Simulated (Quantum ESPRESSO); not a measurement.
A self-consistent single point of Sc3Nb (I4/mmm, 4 atoms in the cell) with Quantum ESPRESSO.

Method of the run: LDA (PZ), PSlibrary PAW (LDA) pseudopotentials (plane waves; Quantum ESPRESSO).

```
Sc3Nb
1.0
   -2.22954     2.22954     4.45505
    2.22954    -2.22954     4.45505
    2.22954     2.22954    -4.45505
Sc Nb
3 1
Direct
  0.75000   0.25000   0.50000
  0.25000   0.75000   0.50000
  0.50000   0.50000   0.00000
  0.00000   0.00000   0.00000
```

Reference input (self-consistent single point, DFT, LDA (PZ), plane waves, PSlibrary PAW (LDA) pseudopotentials): ecutwfc = 55 Ry; ecutrho = 440 Ry; occupations = smearing; smearing = marzari-vanderbilt; degauss = 0.0099958 Ry; potentials = {Sc: Sc.pz-spn-kjpaw_psl.1.0.0.UPF, Nb: Nb.pz-spn-kjpaw_psl.1.0.0.UPF}; K_POINTS = automatic 6 6 6 0 0 0; conv_thr = 1e-10 Ry; mixing_beta = 0.4. This run's input differs from it in these lines:

```diff
@@ -17,2 +17,3 @@
     degauss = 0.0099958
+    nbnd = 23
 /
```

The program printed (abridged):

```
     Self-consistent Calculation

     iteration #  1     ecut=    55.00 Ry     beta= 0.40

     Threshold (ethr) on eigenvalues was too large:
     Diagonalizing with lowered threshold

     total energy              =    -786.22366172 Ry
     estimated scf accuracy    <       0.25265943 Ry

     iteration #  2     ecut=    55.00 Ry     beta= 0.40
     c_bands:  2 eigenvalues not converged

     total energy              =    -786.30458181 Ry
     estimated scf accuracy    <       0.67508612 Ry

     iteration #  3     ecut=    55.00 Ry     beta= 0.40

     total energy              =    -786.03734456 Ry
     estimated scf accuracy    <       0.34980946 Ry

   [... 95 blocks of this kind left out ...]

     iteration # 99     ecut=    55.00 Ry     beta= 0.40
     c_bands:  1 eigenvalues not converged
     c_bands:  1 eigenvalues not converged

     total energy              =    -786.35518627 Ry
     estimated scf accuracy    <          9.4E-09 Ry

     iteration #100     ecut=    55.00 Ry     beta= 0.40
     c_bands:  1 eigenvalues not converged
     c_bands:  1 eigenvalues not converged

     total energy              =    -786.35518627 Ry
     estimated scf accuracy    <          1.7E-09 Ry
     End of self-consistent calculation

     convergence NOT achieved after 100 iterations: stopping

   JOB DONE.
```

The run ended unconverged after 100 iterations. 

The starting cell comes from a database of computed structures (which also holds hypothetical and non-ambient phases and stackings), without a prior relaxation at this level.

Cost on one core of a shared machine: roughly 10 min.
